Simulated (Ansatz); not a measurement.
Adsorption energy and surface dipole of H on the 1x1 (10-10) surface of wurtzite GaN (cut with top plane Ga + N), one in a 2x1 cell, started at the site 'top Ga', worked from the runs' numbers; total energies count from the potentials' own zero.

Host crystal: wurtzite GaN, with a band gap (PBE, scalar-relativistic without spin-orbit coupling).

All values below come from PBE (plane waves to 420 eV, PAW; Ansatz, an electronic-structure program).

Set-up: 33 atoms, 9.3 Å thick at the start under the adsorbate (thin: gaps and levels are the slab's own); mesh 3x4x1; 0.01 eV smearing; dipole correction on; 16 atoms held, the rest relaxed; held to the start's symmetry, so lower structures may exist; spin-polarised, ending with about 1.0 μB a cell; orders that need a larger cell were not tried, no spin-orbit, no U, no dispersion correction. It is one chosen start, not shown to be the lowest state of the adsorbate.

```
quantity                                                            value
----------------------------------------------------------  -------------
slab with the adsorbate                                     -66695.366 eV
clean slab, same cell and mesh                              -66680.136 eV
reference, ½ H2(g)                                             -15.872 eV
area of the cell                                                 33.75 Å²
change of the step from the bottom to the top vacuum level       0.310 eV
```

What is the adsorption energy against this reference?

E(slab + adsorbate) − E(slab) − E(reference) = 0.64 eV, so in this state the adsorbate is less stable than in the reference, at a coverage of 2.96 a nm².

What dipole does adsorption add to the slab along the outward normal (Helmholtz relation, ε₀ = 0.005526 e/(V·Å))?

p = −ε₀·A·ΔV = -0.058 e·Å = -0.28 D; its negative end points to the vacuum, which raises the vacuum level.
